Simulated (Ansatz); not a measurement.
Input:

```xyz
2
Lattice="0.0000 2.2940 2.2940 2.2940 0.0000 2.2940 2.2940 2.2940 0.0000" Properties=species:S:1:pos:R:3 pbc="T T T"
Ga     0.0000     0.0000     0.0000
N      1.1470     1.1470     1.1470
```

No spin polarisation.

Method: DFT with PBEsol, PAW potentials and a 420 eV plane-wave cutoff in Ansatz (a quantum-chemistry and plane-wave program), no SOC. Settings: 13×13×13 k-points, 0.05 eV Fermi–Dirac smearing.

Q: Predict the pressure.

A: -98.1 kbar.

Q: Estimate the band gap.

A: 1.33 eV.

Q: What is the computed gap character?

A: Direct at Γ.

The cells carry an imposed strain or load. Stability against distortions was not tested. The cell was made from GaN in the zinc blende structure (space group F-43m, No. 216) by this change: isotropic strain +2.00 %. This is not the structure that GaN has at room temperature and ambient pressure.
